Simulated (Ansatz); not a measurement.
The reference is BAs (space group P6_422, No. 181; a = 3.429 Å, c = 7.403 Å; a hypothetical phase, not in the database extracts checked).

Levels (all Ansatz, an electronic-structure program, PAW): PBEsol (420 eV, without spin-orbit coupling); r2SCAN (500 eV, scalar-relativistic without spin-orbit coupling).

Its gap is 0.31 eV with PBEsol and 0.61 eV with r2SCAN.

It is then changed as follows: an isotropic linear strain of +2.49 %, atoms relaxed at fixed cell.

With PBEsol the gap becomes 0.43 eV.

**Question.** If the r2SCAN correction stayed the same, what would the r2SCAN gap be, and what does the r2SCAN run give?

**Answer.** A rigid correction of +0.30 eV gives 0.73 eV. The r2SCAN run gives 0.65 eV, so the correction itself changes by -0.08 eV.

Single points use the geometry relaxed with PBEsol. No phonon test of stability was made. The base started in P3_121 and relaxed to P6_422 at this level.
